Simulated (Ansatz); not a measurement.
Input:

```
CELL_PARAMETERS angstrom
      3.34794     0.00000     0.00000
      0.00000     3.34794     0.00000
      1.67397    -1.67397     1.60258
ATOMIC_POSITIONS crystal
  Ta 0.00000 0.00000 0.00000
```

No spin polarisation.

Method: Kohn–Sham DFT with the PBEsol functional, run in Ansatz (a first-principles code) with PAW and 420 eV plane waves, no spin-orbit coupling. k-mesh 28×28×28 (Γ-centred); smearing 0.1 eV (Fermi–Dirac).

Task: Estimate the band gap.

Result: Zero.

Task: What is the computed mean in-plane stress (compression positive)?

Result: -4.5 GPa.

The cells carry an imposed strain or load. Whether these cells are dynamically stable was not tested. All final runs are without spin polarisation. The cell was made from Ta in the bcc (W type) structure (space group Im-3m, No. 229) by this change: biaxial strain +2.00 %, plane normal [001], relaxed out of plane.
